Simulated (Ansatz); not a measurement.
Take Rh in the fcc (Cu type) structure (space group Fm-3m, No. 225; a = 3.755 Å; relaxed with 0.1 eV smearing) as the base.

All numbers come from LDA (Ansatz, a first-principles code), no spin-orbit coupling.

Base values:

| Property | Value |
|---|---|
| Pressure | 0.0 GPa |

Modification: an isotropic linear strain of +1.00 %; the atoms relax in the strained cell.

### Question
What happens to the pressure?

### Answer
The pressure goes from zero to -8.7 GPa.

### Question
What does the calculation give for the energy relative to the base after the change?

### Answer
The energy increases by 11 meV/atom.

No phonon test of stability was made. All final runs are without spin polarisation. Rh lies near a magnetic instability that expansion can trigger; it was not tested.
